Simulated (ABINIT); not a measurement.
Worked example: self-consistent single point of CdO (Fm-3m, 2 atoms in the cell) in ABINIT.

Level of theory: PBE, spin-orbit coupling, PAW (JTH v2.0 PBE PAW) (plane waves; ABINIT).

```xyz
2
Lattice="0.0000 2.3480 2.3480 2.3480 0.0000 2.3480 2.3480 2.3480 0.0000" Properties=species:S:1:pos:R:3 pbc="T T T"
Cd     0.0000     0.0000     0.0000
O      2.3480     2.3480     2.3480
```

Reference input (self-consistent single point, DFT, PBE, plane waves, PAW (JTH v2.0 PBE PAW)): pseudos = [Cd.GGA_PBE-JTH.xml, O.GGA_PBE-JTH.xml]; ecut = 48 Ry; pawecutdg = 96 Ry; pawxcdev = 0; occopt = 7; tsmear = 0.1 eV; ngkpt = 10 10 10; nshiftk = 1; shiftk = 0 0 0; potentials = JTH v2.0 PBE PAW; nband = 14; kptopt = 1. This run's input differs from it in these lines:

```diff
@@ -18,6 +18,8 @@
 pawxcdev 0
+nspinor 2
+nspden 1
 occopt 7
 tsmear 0.1 eV
-nband 14
-kptopt 1
+nband 30
+kptopt 4
 ngkpt 10 10 10
```

The program printed (abridged):

```
--- !BeginCycle
solver: {iscf: 17, nstep: 60, nline: 4, wfoptalg: 10, }
tolerances: {tolvrs: 1.00E-12, }
...

     iter   Etot(hartree)      deltaE(h)  residm     nres2
 ETOT  1  -63.604601798114    -6.360E+01 5.556E-01 2.511E+01
 ETOT  2  -63.715532278780    -1.109E-01 3.427E-01 1.704E+01
 ETOT  3  -63.698572063522     1.696E-02 2.577E-01 6.858E-01
 ETOT  4  -63.699016086121    -4.440E-04 9.633E-02 7.755E-02
 ETOT  5  -63.698977784913     3.830E-05 2.525E-02 1.999E-03
   [... 4 lines left out ...]
 ETOT 10  -63.698982714503    -2.725E-11 1.402E-02 2.269E-09
 ETOT 11  -63.698982714502     8.384E-13 1.032E-02 1.698E-11
 ETOT 12  -63.698982714503    -5.187E-13 7.970E-03 2.058E-12
 ETOT 13  -63.698982714503     8.527E-14 4.787E-03 3.088E-13
 At SCF step   13       nres2   =  3.09E-13 < tolvrs=  1.00E-12 =>converged.

 Cartesian components of stress tensor (hartree/bohr^3)
  sigma(1 1)= -2.00417138E-04  sigma(3 2)=  0.00000000E+00
  sigma(2 2)= -2.00417138E-04  sigma(3 1)=  0.00000000E+00
  sigma(3 3)= -2.00417138E-04  sigma(2 1)=  0.00000000E+00

 ----iterations are completed or convergence reached----

 reduced coordinates (array xred) for    2 atoms
       0.000000000000      0.000000000000      0.000000000000
       0.500000000000      0.500000000000      0.500000000000
 cartesian forces (eV/Angstrom) at end:
    1     -0.00000000000000    -0.00000000000000    -0.00000000000000
    2     -0.00000000000000    -0.00000000000000    -0.00000000000000
 frms,max,avg= 0.0000000E+00 0.0000000E+00   0.000E+00  0.000E+00  0.000E+00 e/A
   [... lines left out ...]
 Fermi (or HOMO) energy (eV) =   6.19376   Average Vxc (eV)= -11.10130
   [... lines left out ...]
'-kT*entropy'       : -1.15350012833240E-05
total_energy        : -6.36989827680391E+01
total_energy_eV     : -1.73333747159264E+03
...

-Cartesian components of stress tensor (GPa)         [Pressure=  5.8965E+00 GPa]
- sigma(1 1)= -5.89647478E+00  sigma(3 2)=  0.00000000E+00
- sigma(2 2)= -5.89647478E+00  sigma(3 1)=  0.00000000E+00
- sigma(3 3)= -5.89647478E+00  sigma(2 1)=  0.00000000E+00

 Calculation completed.
```

The run converged in 13 iterations. Against the reference run the pressure hardly changes (5.95 to 5.90 GPa).

The starting cell comes from a database of computed structures (which also holds hypothetical and non-ambient phases and stackings), without a prior relaxation at this level. Its lattice was rescaled by a random factor within 2.5 % of one. With a pressure of about 6 GPa the cell is away from its equilibrium volume at this level. The run gives no clean gap (levels at the Fermi energy touch, overlap or are partly filled at this smearing), which alone does not show that the compound is a metal.

Cost on one core of a shared machine: roughly 4 min.
